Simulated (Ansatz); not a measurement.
## A self-consistent single point of Cs3Bi (I4mm, 4 atoms in the cell) with Ansatz

Level of theory: PBEsol, default PAW files made with PBE (plane waves; Ansatz, a program for electronic structure).

Input as run:

Ansatz 0.2 input:
```yaml
# Cs3Bi
crystal:
  lattice:
    - [0.000000, 4.673112, 4.673112]
    - [4.673112, 0.000000, 4.673112]
    - [4.673112, 4.673112, 0.000000]
  atoms:
    - { symbol: Cs, position: [0.250000, 0.250000, 0.250000] }
    - { symbol: Cs, position: [0.750000, 0.750000, 0.750000] }
    - { symbol: Cs, position: [0.505350, 0.505350, 0.494650] }
    - { symbol: Bi, position: [0.000000, 0.000000, 0.000000] }
basis:
  ecutwfc: 420.0
kpoints:
  mp_grid:
    grid: [5, 5, 5]
hamiltonian:
  xc: pbesol
  pseudopotentials:
    kind: paw
scf:
  occupations:
    method: gaussian
    width: 0.272
output:
  forces: true
  eigenvalues: true
  stress: true
```

Output (repeated stretches shortened):

```
WARN ansatz: RAYON_NUM_THREADS=1 ignored (pool sized by the plan → 1); use --threads N
Pseudopotentials: kind: paw
Pseudopotential: Cs, paw, valence charge 9
Pseudopotential: Bi, paw, valence charge 15
Crystal: 4 atoms, lattice volume = 204.103 Å³
Basis set: ecut = 420 eV, 3943 PW (Γ), exchange–correlation on 90×90×90 points (8 copies of the dense FFT grid, shifted against one another)
Bands: 26, of which v1, the nominal top of the filled ones, is band 21 counted from 1 (20 counted from 0)
Symmetry: 8 space group operations
Space group: I4mm (ITA 107), of the structure as read, at distance tolerance 5.9e-5 Å
k-points: 18 of 125 (time reversal used)
PAW frozen core: Cs, regenerated for the run's functional, and the local potential with it
PAW frozen core: Bi, regenerated for the run's functional, and the local potential with it
Initial density: superposition of atomic densities (neutral atoms: chi_scale 0, normalization atom), corrected by the library's trained network
Initial wavefunctions: pseudopotential atomic-orbital guess
Eigensolver: davidson
Functional: x = pbesol(κ = 0.804, μ = 0.12345679012345678), c = pbesol(β = 0.046)
SCF iter   1: F=—  HF=-29000.857131 eV  |F-HF|=—  |Δ(HF+E_count)|=         —  Δρ=1.24e-3  dr2=7.35e-3  ethr=1.77e-3  ⟨swp⟩=8.2  Hψ=2301  notcnv=0
all-band conjugate gradients solve this SCF's bands
preconditioner: auto → Resta (q_TF=auto, 2.096 Å⁻¹)
SCF iter   2: F=—  HF=-29000.856722 eV  |F-HF|=—  |Δ(HF+E_count)|=   4.09e-4  Δρ=6.75e-4  dr2=8.93e-4  ethr=1.75e-5  ⟨swp⟩=2.4  Hψ=986  notcnv=0
SCF iter   3: F=—  HF=-29000.856669 eV  |F-HF|=—  |Δ(HF+E_count)|=   5.29e-5  Δρ=3.25e-4  dr2=2.04e-4  ethr=2.13e-6  ⟨swp⟩=2.1  Hψ=791  notcnv=0
SCF iter   4: F=—  HF=-29000.856735 eV  |F-HF|=—  |Δ(HF+E_count)|=   6.61e-5  Δρ=6.68e-5  dr2=9.73e-6  ethr=4.87e-7  ⟨swp⟩=2.9  Hψ=831  notcnv=0
SCF iter   5: F=—  HF=-29000.856690 eV  |F-HF|=—  |Δ(HF+E_count)|=   4.51e-5  Δρ=1.47e-5  dr2=7.85e-7  ethr=2.32e-8  ⟨swp⟩=2.0  Hψ=632  notcnv=0
SCF iter   6: F=-29000.856691 eV  HF=-29000.856691 eV  |F-HF|=2.20e-9  |Δ(HF+E_count)|=   6.08e-7  Δρ=2.31e-6  dr2=2.98e-8  ethr=2.38e-10  ⟨swp⟩=9.9  Hψ=2838  notcnv=0
SCF 1 converged in 6 iterations: F = -29000.856691 eV  dr2 = 2.98e-8
SCF converged after 6 iterations
Free energy (F): -29000.856691 eV
Harris-Foulkes:  -29000.856691 eV  (|F-HF|=2.20e-9)
Internal energy: -29000.850510 eV  (E = F + TS)
E sigma→0 (E₀):  -29000.853600 eV
Entropy (-TS):   -0.006181 eV (-1.545 meV/atom)
Fermi energy:    6.291333 eV
--- Per-component energies (eV) ---
  E_band       = -290.948280
  E_kinetic    = 730.691728
  E_local      = -2616.072509  (includes V_loc(G=0)·N_el)
  E_nonlocal   = 653.863201
  E_hartree    = 908.132824
  E_xc         = -667.670930
  E_vxc        = -522.029463  (∫ρ·V_xc dr)
  E_paw        = -25461.080912  (= ΣΔE_a)
  E_vpaw       = -353.670849  (= ΣTr[D̂ρ^β])
  E_aug_tail   = -0.000475  (compensation charges beyond the density's cutoff)
  E_ewald      = -2549.235670
  E_core_change = 0.522232  (= ΣΔE_core)
  E_smearing   = -0.006181  (= −TS)
  E_closure    = -0.000000  (closes the sum)
  Σ components = -29000.856691   (vs F -29000.856691, Δ=0.00e0)
--- Forces (eV/Å), atoms counted from 1 ---
  atom   1  Cs     0.00000000    -0.00000000     0.01960348
  atom   2  Cs     0.00000000     0.00000000     0.01960348
  atom   3  Cs    -0.00000000     0.00000000    -0.02903321
  atom   4  Bi     0.00000000     0.00000000    -0.01018118
  max |Σ_I F_I| component: 7.43e-6 eV/Å
--- Stress (GPa, compression-positive) ---
       -0.464828       0.000000       0.000000
        0.000000      -0.464828       0.000000
        0.000000       0.000000      -0.466194
  P = ⅓ Tr σ = -0.4653 GPa (-4.653 kbar)
  The stress holds the Pulay correction. Without it, at fixed plane waves, as pw.x and ABINIT print it: P = -0.4693 GPa
--- Band table (eV; the first three rows and the last of 18) ---
  k-point 0: bands = ["-17.4607", "-16.6022", "-16.5671", "-14.9643", "-14.9643", "-14.9643", "-14.9581", "-14.9580", "-4.3734", "-4.3734", "-4.3709", "-3.5964", "-3.5951", "-3.5951", "-3.2306", "-3.2300", "-3.2300", "-2.9710", "5.5840", "5.5840", [...]
  k-point 1: bands = ["-17.4568", "-16.6019", "-16.5723", "-14.9643", "-14.9642", "-14.9639", "-14.9581", "-14.9581", "-4.4016", "-4.3967", "-4.3902", "-3.5672", "-3.5575", "-3.5551", "-3.4047", "-3.2436", "-3.2432", "-2.7768", "5.1863", "5.5391", [...]
  k-point 2: bands = ["-17.4505", "-16.5976", "-16.5845", "-14.9642", "-14.9642", "-14.9632", "-14.9581", "-14.9580", "-4.4466", "-4.4308", "-4.4289", "-3.5848", "-3.4980", "-3.4975", "-3.4292", "-3.2677", "-3.2672", "-2.6482", "5.1128", "5.5198", [...]
  k-point 17: bands = ["-17.4459", "-16.5993", "-16.5884", "-14.9641", "-14.9639", "-14.9631", "-14.9581", "-14.9580", "-4.5381", "-4.5091", "-4.3237", "-3.8161", "-3.4413", "-3.3426", "-3.3287", "-3.2877", "-3.2723", "-2.6005", "5.2180", "5.7114", [...]
```

The run converged in 6 iterations.

The starting cell comes from a database of computed structures (which also holds hypothetical and non-ambient phases and stackings), without a prior relaxation at this level. Its lattice was rescaled by up to half a per cent. One atom was moved a little off its site on purpose. Spin-orbit coupling is off. Ansatz's pressure includes its estimate of the finite-basis (Pulay) stress.
